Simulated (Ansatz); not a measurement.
Take AgF in the zinc blende structure (space group F-43m, No. 216; a = 5.466 Å; a hypothetical phase, not in the database extracts checked) as the base.

(Cell as relaxed with PBE.)

Levels (all Ansatz, a quantum-chemistry and plane-wave program, PAW): PBE (420 eV, no spin-orbit coupling); PBEsol (420 eV, no spin-orbit coupling).

Each level relaxes its own structure.

| quantity | PBE | PBEsol |
|---|---|---|
| volume per atom | 20.42 Å³ | 18.83 Å³ |
| lattice parameter a | 5.466 Å | 5.321 Å |
| band gap | 0.26 eV | zero |

PBE's volume per atom lies 1.583 Å³ above PBEsol's (8.4 %); PBE's lattice parameter a lies 0.145 Å above PBEsol's (2.7 %); they disagree on the band gap. Neither level is exact; PBEsol is the comparison here, not a measurement.

Whether these cells are dynamically stable was not tested. No Hubbard U is applied, and correlation can decide whether such a compound is a metal. All final runs are without spin polarisation. A zero or small gap of AgF can be the functional's error rather than a property of the material.
